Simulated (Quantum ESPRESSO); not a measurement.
## Relaxation of the atoms of LiMg (Pm-3m, 2 atoms in the cell) at several settings

```yaml
crystal:
  lattice:
    - [3.41533, 0.00000, 0.00000]
    - [0.00000, 3.41533, 0.00000]
    - [0.00000, 0.00000, 3.41533]
  atoms:
    - { symbol: Li, position: [0.00000, 0.00000, 0.00000] }
    - { symbol: Mg, position: [0.50000, 0.50000, 0.50000] }
```

Base: PBEsol, PseudoDojo standard norm-conserving (PBESOL) pseudopotentials (Quantum ESPRESSO 7.5). Its settings: ecutwfc = 85 Ry; occupations = smearing; smearing = marzari-vanderbilt; degauss = 0.0147 Ry; potentials = {Li: Li.upf, Mg: Mg.upf}; K_POINTS = automatic 8 8 8 0 0 0; conv_thr = 1e-10 Ry; mixing_beta = 0.4. Starting volume 19.92 Å³ per atom.

Each line gives the change from the base single point and the result:

- atoms moved at random; calculation: scf → relax; tprnfor: true → default; tstress: true → default; forc_conv_thr: default → 0.0039 Ry/bohr: largest force (vector length) 0.003 eV/Å; relaxation steps 6; free energy against the base single point 0.0 meV/atom.
- atoms moved at random; calculation: scf → relax; tprnfor: true → default; tstress: true → default; conv_thr: 1e-10 Ry → 7.3e-05 Ry; forc_conv_thr: default → 0.0012 Ry/bohr: largest force (vector length) 0.009 eV/Å; relaxation steps 7; free energy against the base single point 0.0 meV/atom.

The starting cell comes from a database of computed structures (which also holds hypothetical and non-ambient phases and stackings), without a prior relaxation at this level.

Left out of this page: 1 run of the series outside the window shown, repeating another row's setting, or not comparable.
